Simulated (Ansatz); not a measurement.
NaCl in the rock salt structure (space group Fm-3m, No. 225)

```
NaCl
1.0
    0.00000     2.80075     2.80075
    2.80075     0.00000     2.80075
    2.80075     2.80075     0.00000
Cl Na
1 1
Direct
  0.00000   0.00000   0.00000
  0.50000   0.50000   0.50000
```

Computed with PBEsol/PAW in Ansatz (a first-principles code), scalar-relativistic without spin-orbit coupling. Settings: 10×10×10 k-points, 0.05 eV Fermi–Dirac smearing.

```json
{
 "volume_per_atom": "21.97 Å³",
 "density": "2.21 g/cm³",
 "band_gap": "5.01 eV, direct at Γ",
 "electron_mass": "0.39 mₑ",
 "Hole mass (degenerate bands, along [100])": "0.60, 2.7, 2.7 mₑ",
 "Lowest conduction-band minima above the VBM": "Γ 5.01 eV",
 "total_energy": "-1270.143 eV/atom (σ→0; compares only within this code and set-up)"
}
```

Masses are band curvatures over ±0.01 Å⁻¹ around the edge. No phonon test of stability was made.
